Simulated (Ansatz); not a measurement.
The parent structure is In2O3 (space group P-3m1, No. 164; a = 3.419 Å, c = 6.094 Å; a hypothetical phase, not in the database extracts checked).

Levels (all Ansatz, a first-principles code, PAW): PBEsol (420 eV, no spin-orbit coupling); HSE06 (420 eV, no SOC).

Its gap is 0.70 eV with PBEsol and 2.18 eV with HSE06.

The change: a hydrostatic pressure of 3 GPa.

With PBEsol the gap becomes 0.77 eV.

**Question.** If the HSE06 correction stayed the same, what would the HSE06 gap be, and what does the HSE06 run give?

**Answer.** A rigid correction of +1.48 eV gives 2.25 eV. The HSE06 run gives 2.28 eV, so the two effects roughly add.

Single points use the geometry relaxed with PBEsol. HSE06 gaps are upper bounds (no full band path). Load acts through the strain it causes; cell and atoms are relaxed under it. No phonon test of stability was made. The base started in P3m1 and relaxed to P-3m1 at this level.
